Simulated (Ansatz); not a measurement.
GaSi2N (model structure, started from the BC2N type, R3m, No. 160, 4 atoms in the cell), treated with LDA (PAW; Ansatz, a first-principles code).

From the output:

```
Crystal: 4 atoms, lattice volume = 55.454 Å³
Basis set: ecut = 520 eV, 1463 PW (Γ), FFT grids on a1−a3, a2−a3, a3, exchange–correlation on 48×48×128 points (8 copies of the dense FFT grid, shifted against one another)
Bands: 17, of which v1, the nominal top of the filled ones, is band 13 counted from 1 (12 counted from 0)
Symmetry: 6 space group operations
Space group: R3m (ITA 160), of the structure as read, at distance tolerance 3.8e-5 Å
k-points: 1024 of 10648 (time reversal used)
Functional: x = slater, c = lda
SCF iter   1: F=—  HF=-5299.091928 eV  |F-HF|=—  |Δ(HF+E_count)|=         —  Δρ=8.20e-3  dr2=1.42e-1
SCF iter   2: F=—  HF=-5299.083456 eV  |F-HF|=—  |Δ(HF+E_count)|=   8.47e-3  Δρ=5.01e-3  dr2=9.47e-2
  ...
SCF iter   9: F=—  HF=-5299.069620 eV  |F-HF|=—  |Δ(HF+E_count)|=   6.23e-9  Δρ=1.98e-6  dr2=1.82e-9
SCF iter  10: F=-5299.069620 eV  HF=-5299.069620 eV  |F-HF|=3.37e-11  |Δ(HF+E_count)|=   1.15e-9  Δρ=3.96e-7  dr2=5.84e-11
SCF 1 converged in 10 iterations: F = -5299.069620 eV  dr2 = 5.84e-11
SCF converged after 10 iterations
Free energy (F): -5299.069620 eV
Internal energy: -5299.060303 eV  (E = F + TS)
E sigma→0 (E₀):  -5299.064962 eV
Fermi energy:    9.969690 eV
--- Forces (eV/Å), atoms counted from 1 ---
  atom   1  Ga     0.00000000    -0.00000000    -0.08332349
  atom   2  N      0.00000000     0.00000000    -0.26634063
  atom   3  Si    -0.00000000    -0.00000000     0.27353351
  atom   4  Si     0.00000000     0.00000000     0.07613066
--- Stress (GPa, compression-positive) ---
       -2.702193      -0.000000      -0.000000
       -0.000000      -2.702193       0.000000
       -0.000000       0.000000      -2.027575
  P = ⅓ Tr σ = -2.4773 GPa (-24.773 kbar)
```

**Question.** Write an input file that could have produced this run (the log leaves some choices open).

**Answer.** Several could match; the one computed here: 
Ansatz 0.2 input:
```yaml
crystal:
  lattice:
    - [1.4146432635, 0.816744669, 7.9992797189]
    - [-1.4146432635, 0.816744669, 7.9992797189]
    - [0.0, -1.633489338, 7.9992797189]
  atoms:
    - { symbol: Ga, position: [-0.0300465659, -0.0300465659, -0.0300465659] }
    - { symbol: N, position: [0.8677535833, 0.8677535833, 0.8677535833] }
    - { symbol: Si, position: [0.5054424679, 0.5054424679, 0.5054424679] }
    - { symbol: Si, position: [0.4068175147, 0.4068175147, 0.4068175147] }
basis:
  ecutwfc: 520
  ecutrho_ratio: 4
  xc_grid: 2
kpoints:
  mp_grid: { grid: [22, 22, 22] }
hamiltonian:
  xc: lda
  dispersion: none
  pseudopotentials: { kind: paw }
scf:
  occupations: { method: fermi_dirac, width: 0.05 }
  convergence: { dr2_threshold: 0.0000000004 }
output:
  forces: true
  stress: true
  eigenvalues: true
```

The PAW data were made under PBE.

Note: the relaxation could raise the start's symmetry but not lower it, so the cell can be a saddle point. Note: cell and atoms aren't relaxed at this level (largest force component 0.27 eV/Å, pressure -2.5 GPa).

A model structure was made by putting elements into a prototype or built by hand; it is no filed structure, need not be a known phase, and can be a saddle point held by its symmetry.
